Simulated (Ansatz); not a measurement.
For SiO₂ (Cmc2₁, No. 36, 36 atoms in the cell; start mp-16964; a measured phase of this formula has another space group), LDA (plane waves, PAW; Ansatz, a quantum-chemistry and plane-wave program) gives:

```
Property                Value
---------------  ------------
cohesive energy  7.41 eV/atom
band gap              5.73 eV
```

Question: What does r²SCAN+rVV10 (Ansatz, plane waves, PAW) give for the same quantities?

Answer: 
- cohesive energy: 6.53 eV/atom (drops by 0.88 eV/atom)
- band gap: 6.44 eV (grows by 0.71 eV)

Changes are worked out from the printed values.

Unless a cell is named, each level is at its own relaxed cell.

Density-functional gaps are differences of (generalised) Kohn–Sham levels.

Caveats: the relaxation could not lower the start's symmetry, so the cell can be a saddle point above a distorted one (LDA, r²SCAN+rVV10). Ansatz's density-functional and Hartree–Fock values are scalar-relativistic unless marked +SOC, with PAW data made under PBE.

A start named mp-… is a Materials Project structure, which need not be a measured phase.
